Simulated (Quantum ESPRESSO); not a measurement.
Band structure of Ag (Fm-3m, 1 atom in the cell).

```xyz
1
Lattice="-2.0081 0.0000 2.0081 0.0000 2.0081 2.0081 -2.0081 2.0081 0.0000" Properties=species:S:1:pos:R:3 pbc="T T T"
Ag     0.0000     0.0000     0.0000
```

Level of theory: PBE, PseudoDojo stringent norm-conserving (PBE) pseudopotentials (plane waves; Quantum ESPRESSO).

Settings: ecutwfc = 85 Ry; occupations = smearing; smearing = marzari-vanderbilt; degauss = 0.0036749 Ry; potentials = {Ag: Ag.upf}; K_POINTS = automatic 19 19 19 0 0 0; nbnd = 16; conv_thr = 1e-10 Ry; mixing_beta = 0.7.

The starting cell comes from a database of computed structures (which also holds hypothetical and non-ambient phases and stackings), without a prior relaxation at this level. Its lattice was rescaled by a random factor within 2.5 % of one.

Levels in eV from the Fermi level, bands 6 to 13:
```json
[
 {"point": "Γ", "6": "-5.07", "7": "-5.07", "8": "-5.07", "9": "-3.94", "10": "-3.94", "11": "16.23", "12": "20.07", "13": "20.07"},
 {"point": "X", "6": "-6.72", "7": "-3.10", "8": "-2.83", "9": "-2.83", "10": "1.46", "11": "7.07", "12": "10.89", "13": "10.89"},
 {"point": "W", "6": "-5.39", "7": "-5.39", "8": "-3.94", "9": "-2.83", "10": "6.08", "11": "6.08", "12": "7.29", "13": "8.40"},
 {"point": "K", "6": "-5.94", "7": "-4.31", "8": "-3.70", "9": "-3.15", "10": "4.35", "11": "5.38", "12": "7.42", "13": "13.11"},
 {"point": "L", "6": "-5.10", "7": "-5.10", "8": "-3.06", "9": "-3.06", "10": "-0.64", "11": "3.82", "12": "15.43", "13": "18.43"},
 {"point": "U", "6": "-5.94", "7": "-4.31", "8": "-3.70", "9": "-3.15", "10": "4.35", "11": "5.38", "12": "7.42", "13": "13.11"}
]
```

Bands cross the Fermi level along this path, so the cell is metallic at this level.
